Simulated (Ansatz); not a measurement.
The parent structure is MoS$_{2}$ (space group P6_3/mmc, No. 194; a = 3.149 Å, c = 12.089 Å; layered, stacked along the Cartesian z axis). Axes: x lies along a and z along c of the hexagonal cell.

The values are results of PBE-D3(BJ)/PAW in Ansatz (a first-principles code), no SOC, not measurements.

Modification: biaxial strain −2.40 %, plane normal [001], relaxed out of plane (Cartesian); in-plane vectors clamped, the third vector and the atoms free.

Question: Predict the new out-of-plane strain.

Answer: The out-of-plane strain comes out as +0.84 %.

Stability against distortions was not tested.
